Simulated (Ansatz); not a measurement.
## Rh under a change: Rh → Pd

Take Rh in the fcc (Cu type) structure (space group Fm-3m, No. 225; a = 3.780 Å) as the base.

The change: full substitution Rh → Pd; the structure is relaxed again.

Calculations: PBEsol, PAW, 420 eV (Ansatz, a first-principles code; scalar-relativistic without spin-orbit coupling), earlier PAW set. Γ-centred 21×21×21 mesh, Fermi–Dirac width 0.05 eV.

```json
[
 {"quantity": "volume per atom", "base": "13.50 Å³", "changed": "14.55 Å³", "shift": "+1.05 Å³"},
 {"quantity": "density", "base": "12.65 g/cm³", "changed": "12.14 g/cm³", "shift": "-0.51 g/cm³"},
 {"quantity": "lattice parameter a", "base": "378.0 pm", "changed": "387.6 pm", "shift": "+9.54 pm"},
 {"quantity": "shortest interatomic distance", "base": "267.3 pm", "changed": "274.0 pm", "shift": "+6.7 pm"},
 {"quantity": "band gap", "base": "zero", "changed": "zero", "shift": "–"}
]
```

No phonon test of stability was made. The final runs are not spin-polarised. Pd lies near a magnetic instability that expansion can trigger; it was not tested.
